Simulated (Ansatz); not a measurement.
Levels about the gap of amorphous B32N32H4 (68 atoms in a cell of 679 Å³, 1.95 g/cm³; zone centre alone, so wide bands show as single levels with stretches between that a denser mesh fills), at the geometry that PBE relaxed, where it gives 2.9 GPa on a denser mesh. Exact exchange is cut at the faces of this small cell, which leaves a finite-size error. The participation number counts the atoms over which a state spreads; weights are charges in smoothed Voronoi cells. The levels come from a single point, so bond lengths are those of that geometry. Method of the levels: HSE06, scalar-relativistic without spin-orbit coupling (Ansatz, a program for electronic structure). Sampling: the zone centre alone; Fermi-Dirac width 0.01 eV; collinear spin, started from moments on atoms (the moments died out). The usual formal charges leave 4 electrons over, so the level spacing at the Fermi energy parts defect or band states and needn't be the band gap. At PBE the levels at the filled edge of the gap are localised (band-tail or defect states), and the nearest spread-out levels lie 3.2 eV apart at the zone centre. With spare charge at the zone centre alone, a hybrid can open a spacing that a denser mesh would close.

The cell was made by melting and quenching with the CHGNet potential and then relaxed with DFT. N atoms were pushed apart under 1.9 Å during the dynamics, to hinder bonds among them. The hot cell started wider than the set density and was brought back towards it in steps. It is the lowest in DFT energy of 2 quenches. It is a model cell: composition and starting density were chosen by hand, and all elements were melted together. No dispersion term was used. Its density started from a set value of 1.95 and ended at 1.95 g/cm³. The simulated quench (nominally 870 K/ps over its main leg) is rapid and tends to freeze in more defects than a deposited or slowly cooled glass has. One small periodic cell is one sample of the glass; other quenches scatter about these values. The volume was held where the preparation left it, at a PBE pressure of 2.9 GPa. Stress components on the final sampling reach 5.3 GPa.

```
E - E(highest filled), eV  filling  spin  participation number       largest on  weight N  weight B  weight H
-------------------------  -------  ----  --------------------  ---------------  --------  --------  --------
-1.49                       filled    dn                   7.2  N, 3 neighbours      0.81      0.17      0.02
-1.31                       filled    up                  10.3  N, 2 neighbours      0.78      0.19      0.04
-1.31                       filled    dn                  10.3  N, 2 neighbours      0.78      0.19      0.04
-1.21                       filled    up                   9.4  N, 3 neighbours      0.81      0.16      0.03
-1.21                       filled    dn                   9.4  N, 3 neighbours      0.81      0.16      0.03
0.00                        filled    up                   9.6  N, 2 neighbours      0.54      0.44      0.02
0.00                        filled    dn                   9.6  N, 2 neighbours      0.54      0.44      0.02
3.14                         empty    dn                  21.1  B, 3 neighbours      0.28      0.70      0.02
3.14                         empty    up                  21.1  B, 3 neighbours      0.28      0.70      0.02
3.25                         empty    dn                  28.8  B, 3 neighbours      0.25      0.72      0.03
3.25                         empty    up                  28.8  B, 3 neighbours      0.25      0.72      0.03
3.49                         empty    dn                  19.0  B, 3 neighbours      0.27      0.70      0.03
3.49                         empty    up                  19.0  B, 3 neighbours      0.27      0.70      0.03
3.60                         empty    dn                  26.4  B, 3 neighbours      0.28      0.67      0.05
```

Most localised among these is the filled level at -1.49 eV, on a N atom, which has 3 neighbours (B 1.42 Å, B 1.48 Å, B 1.53 Å).
